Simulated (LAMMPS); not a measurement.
Melts of Cu (fcc) with 60 % of Cu sites Zr cooled to 300 K at several rates.

Model: classical MD, pair style eam/fs, file CuZr_mm.eam.fs; code LAMMPS.

```csv
cooling rate (K/s),state,density,coordination number of Cu by Zr,rough cost
1e+12,glass,6.94 g/cm³ (one sample),8.1 (counted to 3.78 Å),24 core-minutes
1e+13,glass,6.93 g/cm³ (one sample),7.96 (counted to 3.74 Å),11 core-minutes
1e+14,glass,6.92 g/cm³ (one sample),7.98 (counted to 3.82 Å),3 core-minutes
```

Costs are rough and include melting and analysis.
